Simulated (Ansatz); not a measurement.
**CsCl-type FeAl**

The numbers are results of revPBE in Ansatz (plane waves, PAW), not measurements.

Numerical settings: plane-wave cutoff 520 eV, 18×18×18 k mesh, Fermi–Dirac smearing 0.05 eV, no spin polarisation, scalar-relativistic PAW data made under PBE.

Cell (relaxed at this level):

```
AlFe
1.0
    2.88537     0.00000     0.00000
    0.00000     2.88537     0.00000
    0.00000     0.00000     2.88537
Al Fe
1 1
Direct
  0.50000   0.50000   0.50000
  0.00000   0.00000   0.00000
```

```yaml
bulk modulus B0: 172 GPa
band_gap: zero (no gap)
pressure derivative B′ of the bulk modulus: 4.2
```

Measured, for comparison: bulk modulus 152 GPa (room temperature, no zero-point or thermal correction; as tabulated in Yamada et al. (2019), arXiv:1910.09660). Computed (rounded) less measured: bulk modulus +13 %.

Static lattice: no zero-point or thermal effects.

Cost on a shared machine: around 40 core-seconds (rough).

Ansatz is an electronic-structure program.
